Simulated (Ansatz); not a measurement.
Levels about the gap of amorphous In24O39W (64 atoms in a cell of 896 Å³, 6.60 g/cm³; zone centre alone, so wide bands show as single levels with stretches between that a denser mesh fills), at the geometry that PBE relaxed, where it gives 0.1 GPa on a denser mesh. Exact exchange is cut at the faces of this small cell, which leaves a finite-size error. The participation number counts the atoms over which a state spreads; weights are charges in smoothed Voronoi cells. The levels come from a single point, so bond lengths are those of that geometry. Method of the levels: HSE06, scalar-relativistic without spin-orbit coupling (Ansatz, a quantum-chemistry and plane-wave program). Sampling: the zone centre alone; Fermi-Dirac width 0.02 eV; no spin polarisation. At PBE the levels at the filled edge of the gap are localised (band-tail or defect states).

A CHGNet melt-quench gave the starting glass, which DFT then relaxed. O atoms were pushed apart under 1.9 Å during the dynamics, to hinder bonds among them. The hot cell started wider than the set density and was brought back towards it in steps. It is the lowest in DFT energy of 2 quenches. It is a model cell: composition and starting density were chosen by hand, and all elements were melted together. No dispersion term was used. Its density started from a set value of 6.53 and ended at 6.60 g/cm³. The quench (nominally 280 K/ps over its main leg) was far faster than any real one, so the model tends to hold more defects than a real film. A cell of this size samples the disorder only roughly. Volume and shape were free in the relaxation.

```json
[
 {"E - E(highest filled), eV": "-0.27", "filling": "filled", "participation number": "20.1", "largest on": "O, 3 neighbours", "weight O": "0.93", "weight W": "0.00", "weight In": "0.06"},
 {"E - E(highest filled), eV": "-0.26", "filling": "filled", "participation number": "16.2", "largest on": "O, 4 neighbours", "weight O": "0.93", "weight W": "0.00", "weight In": "0.07"},
 {"E - E(highest filled), eV": "-0.24", "filling": "filled", "participation number": "15.2", "largest on": "O, 4 neighbours", "weight O": "0.93", "weight W": "0.00", "weight In": "0.06"},
 {"E - E(highest filled), eV": "-0.13", "filling": "filled", "participation number": "12.3", "largest on": "O, 3 neighbours", "weight O": "0.94", "weight W": "0.00", "weight In": "0.06"},
 {"E - E(highest filled), eV": "-0.08", "filling": "filled", "participation number": "11.4", "largest on": "O, 3 neighbours", "weight O": "0.95", "weight W": "0.00", "weight In": "0.05"},
 {"E - E(highest filled), eV": "-0.02", "filling": "filled", "participation number": "13.4", "largest on": "O, 4 neighbours", "weight O": "0.93", "weight W": "0.00", "weight In": "0.07"},
 {"E - E(highest filled), eV": "0.00", "filling": "filled", "participation number": "14.8", "largest on": "O, 3 neighbours", "weight O": "0.94", "weight W": "0.00", "weight In": "0.06"},
 {"E - E(highest filled), eV": "2.07", "filling": "empty", "participation number": "59.3", "largest on": "In, 5 neighbours", "weight O": "0.53", "weight W": "0.01", "weight In": "0.47"},
 {"E - E(highest filled), eV": "3.97", "filling": "empty", "participation number": "5.3", "largest on": "W, 6 neighbours", "weight O": "0.40", "weight W": "0.41", "weight In": "0.19"},
 {"E - E(highest filled), eV": "4.15", "filling": "empty", "participation number": "3.7", "largest on": "W, 6 neighbours", "weight O": "0.39", "weight W": "0.50", "weight In": "0.11"},
 {"E - E(highest filled), eV": "4.58", "filling": "empty", "participation number": "4.4", "largest on": "W, 6 neighbours", "weight O": "0.43", "weight W": "0.45", "weight In": "0.12"},
 {"E - E(highest filled), eV": "4.85", "filling": "empty", "participation number": "27.5", "largest on": "In, 5 neighbours", "weight O": "0.58", "weight W": "0.01", "weight In": "0.41"},
 {"E - E(highest filled), eV": "5.22", "filling": "empty", "participation number": "35.1", "largest on": "W, 6 neighbours", "weight O": "0.56", "weight W": "0.06", "weight In": "0.37"},
 {"E - E(highest filled), eV": "5.28", "filling": "empty", "participation number": "30.2", "largest on": "W, 6 neighbours", "weight O": "0.55", "weight W": "0.11", "weight In": "0.34"}
]
```

Most localised among these is the empty level at +4.15 eV, on a W atom, which has 6 neighbours (O 1.90 Å, O 1.90 Å, O 1.93 Å, O 1.96 Å, O 1.96 Å, O 2.00 Å).
